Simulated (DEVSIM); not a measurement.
System: Ti/HfO2/n-Si capacitor, at 300 K.

| layer (left to right) | material | thickness (nm) | Nd (cm⁻³) |
|---|---|---|---|
| 1 | HfO2 | 12.0 | - |
| 2 | Si | 650 | 7.7e17 |

Metal gate on the left, work function 4.33 eV. Fixed charge at the semiconductor interface -2.6e10 cm⁻² (in units of +e); interface traps 9.4e10 cm⁻² eV⁻¹, uniform in energy, neutral level at 0.5 of the gap above the valence band.

The device is made up for the run: typed textbook-type constants, with dimensions and the other settings drawn at random. Values at 300 K; Nc and Nv go as T^1.5, mobilities as T to minus their exponent, the gap by Varshni's rule with the affinity fixed.

| parameter | HfO2 | Si |
|---|---|---|
| gap (eV) | 5.7 | 1.124 |
| affinity (eV) | 2.5 | 4.05 |
| permittivity | 22 | 11.7 |
| Nc (cm⁻³) | - | 2.86e19 |
| Nv (cm⁻³) | - | 3.1e19 |
| Varshni α (eV/K) | - | 0.000473 |
| Varshni β (K) | - | 636 |

DEVSIM, 1D Poisson equation in equilibrium, Boltzmann statistics, complete ionisation; no quantum confinement or tunnelling. Metal contacts follow the ideal Schottky-Mott rule: no Fermi-level pinning, no interface dipoles.

The temperature was swept, all else fixed.

```csv
temperature (K),flat-band voltage (V),minimum of the low-frequency capacitance (μF/cm²),threshold voltage (band bending 2φF) (V)
250,0.22,0.246,-1.09
300,0.19,0.255,-1.05
350,0.17,0.268,-1.01
400,0.15,0.278,-0.96
450,0.12,0.296,-0.91
500,0.10,0.312,-0.85
```

From the first row to the last the flat-band voltage goes from 0.22 to 0.10. From the first row to the last the minimum of the low-frequency capacitance goes from 0.246 to 0.312.
